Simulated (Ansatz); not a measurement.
We consider ZrSi₂ (Cmcm, No. 63), described by RPBE (Ansatz, a first-principles code, plane waves, PAW).

Output (set-up and result lines):

```
Crystal: 6 atoms, lattice volume = 102.499 Å³
Basis set: ecut = 520 eV, 2741 PW (Γ), FFT grids on a1+a2, a2, a3, exchange–correlation on 60×120×60 points (8 copies of the dense FFT grid, shifted against one another)
Bands: 26, of which v1, the nominal top of the filled ones, is band 20 counted from 1 (19 counted from 0)
Symmetry: 8 space group operations
Space group: Cmcm (ITA 63), of the structure as read, at distance tolerance 4.7e-5 Å
k-points: 657 of 4096
Functional: x = rpbe, c = pbe(β = 0.06672455060314922)
SCF iter   1: F=—  HF=-10940.729591 eV  |F-HF|=—  |Δ(HF+E_count)|=         —  Δρ=3.81e-3  dr2=2.05e-2
SCF iter   2: F=—  HF=-10940.728007 eV  |F-HF|=—  |Δ(HF+E_count)|=   1.58e-3  Δρ=1.98e-3  dr2=3.98e-3
  ...
SCF iter   6: F=—  HF=-10940.728236 eV  |F-HF|=—  |Δ(HF+E_count)|=   4.00e-7  Δρ=2.76e-6  dr2=1.01e-8
SCF iter   7: F=-10940.728236 eV  HF=-10940.728236 eV  |F-HF|=5.09e-11  |Δ(HF+E_count)|=  9.08e-10  Δρ=4.22e-7  dr2=1.68e-10
SCF 1 converged in 7 iterations: F = -10940.728236 eV  dr2 = 1.68e-10
SCF converged after 7 iterations
Free energy (F): -10940.728236 eV
Internal energy: -10940.716086 eV  (E = F + TS)
E sigma→0 (E₀):  -10940.722161 eV
Fermi energy:    12.459967 eV
--- Forces (eV/Å), atoms counted from 1 ---
  atom   1  Zr     0.00000000     0.00008176     0.00000000
  atom   2  Zr     0.00000000    -0.00008176     0.00000000
  atom   3  Si     0.00000000     0.00086140     0.00000000
  atom   4  Si     0.00000000    -0.00086140     0.00000000
  atom   5  Si     0.00000000     0.00037352     0.00000000
  atom   6  Si     0.00000000    -0.00037352     0.00000000
--- Stress (GPa, compression-positive) ---
        0.013472       0.000000       0.000000
        0.000000       0.005743       0.000000
        0.000000       0.000000       0.004936
  P = ⅓ Tr σ = 0.0081 GPa (0.081 kbar)
```

Q: Write an input file that could have produced this run (the log leaves some choices open).

A: Several could match; the one computed here: 
Ansatz 0.2 input:
```yaml
crystal:
  lattice:
    - [1.861233101, -7.4494560926, 0.0]
    - [1.861233101, 7.4494560926, 0.0]
    - [0.0, 0.0, 3.696292174]
  atoms:
    - { symbol: Zr, position: [0.6056127232, 0.3943872768, 0.25] }
    - { symbol: Zr, position: [0.3943872768, 0.6056127232, 0.75] }
    - { symbol: Si, position: [0.9470913846, 0.0529086154, 0.25] }
    - { symbol: Si, position: [0.0529086154, 0.9470913846, 0.75] }
    - { symbol: Si, position: [0.2497443605, 0.7502556395, 0.25] }
    - { symbol: Si, position: [0.7502556395, 0.2497443605, 0.75] }
basis:
  ecutwfc: 520
  ecutrho_ratio: 4
  xc_grid: 2
kpoints:
  mp_grid: { grid: [16, 16, 16] }
hamiltonian:
  xc: rpbe
  dispersion: none
  pseudopotentials: { kind: paw }
scf:
  occupations: { method: fermi_dirac, width: 0.05 }
  convergence: { dr2_threshold: 0.0000000006 }
output:
  forces: true
  stress: true
  eigenvalues: true
```

The PAW data were made under PBE.

It cost roughly 2.2 core-minutes of CPU time.
